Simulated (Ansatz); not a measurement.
**What tensor shear ε_xy = +2.00 % does to GaP**

The reference is GaP in the zinc blende structure (space group F-43m, No. 216; a = 5.391 Å). Axes: x, y, z lie along the cube axes.

It is then changed as follows: a pure shear with ε_xy = ε_yx = 0.0200, atoms relaxed at fixed cell.

The values are results of Kohn–Sham DFT with the LDA functional, run in Ansatz (a first-principles code) with PAW and 420 eV plane waves, no spin-orbit coupling, not measurements. Settings: 11×11×11 k-points, 0.05 eV Fermi–Dirac smearing.

| quantity | base | changed | shift |
|---|---|---|---|
| space group | F-43m (No. 216) | Imm2 (No. 44) | – |
| shortest interatomic distance | 2.335 Å | 2.322 Å | -0.013 Å |
| energy relative to the base (free energy F) | 0 meV/atom | +7.0 meV/atom | +7.0 meV/atom |
| pressure (mean of the normal stresses, compression positive) | -0.01 GPa | 0.04 GPa | +0.05 GPa |
| band gap | 1.38 eV | 1.02 eV | -0.365 eV |
| gap character | – | indirect, Γ → X | – |
| smallest direct gap | 1.88 eV | 1.64 eV | -0.24 eV |
| valence-band top at Γ (three highest levels, from the VBM) | 0.00, 0.00, 0.00 eV | 0.00, -0.19, -0.33 eV | – |
| largest internal atomic displacement | – | 0.015 Å | – |
| stress (xx, yy, zz, yz, xz, xy; compression positive) | – | (0.07, 0.07, -0.03, 0.00, 0.00, -2.84) GPa | – |

Cost of the whole job for the changed cell (relaxation, final SCF and bands): roughly 40 core-seconds.

The cells carry an imposed strain or load. No phonon test of stability was made. k-point labels follow each cell's own Brillouin zone.
